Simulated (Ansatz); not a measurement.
The reference is HfO₂ in the fluorite structure (space group Fm-3m, No. 225; a = 5.044 Å).

Perturbation: every Hf is replaced by Zr; the structure is relaxed again.

Levels (all Ansatz, a first-principles code, PAW): PBEsol (420 eV, no spin-orbit coupling); HSE06 (420 eV, spin-orbit coupling left out).

The geometry is relaxed with PBEsol.

PBEsol lowest conduction level above the VBM at special points: Γ 3.33 eV; X 3.76 eV; L 4.00 eV

With HSE06 at the same geometry, the lowest conduction level above the VBM at special points goes from Γ 3.33 eV; X 3.76 eV; L 4.00 eV to Γ 5.03 eV; X 5.44 eV; L 5.73 eV.

Single points use the geometry relaxed with PBEsol. The hybrid gap comes from the SCF mesh plus the semilocal run's edge points and a few special points and is an upper bound. The levels and masses belong to the bands next to the band gap. Stability against distortions was not tested. This is not the structure that ZrO2 has at room temperature and ambient pressure. This is not the structure that HfO2 has at room temperature and ambient pressure.
